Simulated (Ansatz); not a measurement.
CoSi2: pressure series

Consider CoSi₂ (space group Fm-3m, No. 225; a = 5.3603 Å; non-magnetic).

Cell and atoms are relaxed at each pressure.

Method: Ansatz (a first-principles code), PBE, PAW, cutoff 420 eV, no spin-orbit coupling, earlier PAW set.

Notes on the quantities. enthalpy: H = E + PV relative to the base's energy.

```tsv
change	enthalpy	density
base	–	4.96 g/cm³
pressure −2 GPa	-0.16 eV/atom	4.91 g/cm³
pressure −1 GPa	-0.08 eV/atom	4.94 g/cm³
pressure 1.8 GPa	+0.14 eV/atom	5.01 g/cm³
pressure 4.2 GPa	+0.33 eV/atom	5.08 g/cm³
pressure 9 GPa	+0.70 eV/atom	5.19 g/cm³
pressure 18 GPa	+1.38 eV/atom	5.39 g/cm³
pressure 30 GPa	+2.25 eV/atom	5.63 g/cm³
pressure 45 GPa	+3.28 eV/atom	5.89 g/cm³
pressure 60 GPa	+4.27 eV/atom	6.12 g/cm³
```

Load acts through the strain it causes; cell and atoms are relaxed under it. No phonon test of stability was made. No other phases were tried under pressure. Seeded moments were not kept for the base. The final runs are not spin-polarised. An odd electron count without spin: CoSi2.
